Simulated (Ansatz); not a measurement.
# Response to strain in LaTiO3

Start from LaTiO3 in the cubic perovskite structure (space group Pm-3m, No. 221; a = 3.906 Å). Axes: x, y, z lie along the cube axes.

Strains are applied to the cell and any free atomic positions relax.

Computed with PBEsol/PAW in Ansatz (an electronic-structure program), no SOC.

Notes on the quantities. energy relative to the base: free energy F.

| change | pressure | shortest interatomic distance | energy relative to the base |
|---|---|---|---|
| base | 0.0 GPa | 1.953 Å | 0 meV/atom |
| isotropic strain −5.65 % | 51.4 GPa | 1.843 Å | +0.261 eV/atom |
| isotropic strain +2.43 % | -12.3 GPa | 2.000 Å | +37 meV/atom |
| uniaxial strain ε_yy = −0.29 % | 0.6 GPa | 1.947 Å | +0.1 meV/atom |
| uniaxial strain ε_zz = −0.97 % | (withheld) | (withheld) | (withheld) |

Complete the table.


- uniaxial strain ε_zz = −0.97 %, pressure: 2.0 GPa
- uniaxial strain ε_zz = −0.97 %, shortest interatomic distance: 1.934 Å
- uniaxial strain ε_zz = −0.97 %, energy relative to the base: +1.3 meV/atom

Without a gap, meshes like the base's 12×12×12 leave anisotropic stresses uncertain by several tenths of a GPa, and small strain energies with them. No phonon test of stability was made. No Hubbard U is applied, and correlation can decide whether such a compound is a metal. The final runs are not spin-polarised. An odd electron count without spin: LaTiO3. Many cubic perovskites are stable only at high temperature; tilts and polar distortions were not tested.
